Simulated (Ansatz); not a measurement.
Formation energy of the bound charge states of Ti interstitial in beta Si3N4 (start: void with 6N6Si nearest; 84-site cell, 2×2×2 shifted sampling) against the Fermi level, N-rich (Δμ(Ti) = -3.43 eV, bounded by rock-salt TiN; only phases computed here count, gases as isolated molecules at 0 K). Method: PBE, PAW (plane waves to 420 eV; Ansatz, an electronic-structure program).

Set-up: 84-site cell; 2×2×2 shifted k-points; host gap 4.25 eV; charged states image-corrected; no Hubbard U; corrections pass 1 eV, so highly charged states may be off by several tenths; flagged in the runs: a doubtful potential alignment, a host whose relaxation on this sampling wasn't shown to rest, a strain field that reaches the edge of the cell.

Left out: charge +3 (level within 0.1 eV of a band edge or past it).

| E_F − E_VBM (eV) | q = +2 | q = +1 | q = 0 |
|---|---|---|---|
| 0.00 | 2.80 | 4.52 | 8.12 |
| 0.53 | 3.87 | 5.05 | 8.12 |
| 1.06 | 4.93 | 5.59 | 8.12 |
| 1.60 | 5.99 | 6.12 | 8.12 |
| 2.13 | 7.06 | 6.65 | 8.12 |
| 2.66 | 8.12 | 7.18 | 8.12 |
| 3.19 | 9.18 | 7.71 | 8.12 |
| 3.72 | 10.25 | 8.24 | 8.12 |
| 4.25 | 11.31 | 8.78 | 8.12 |

Crossings of the lowest lines: (+2/+1) at 1.72 eV; (+1/0) at 3.59 eV.
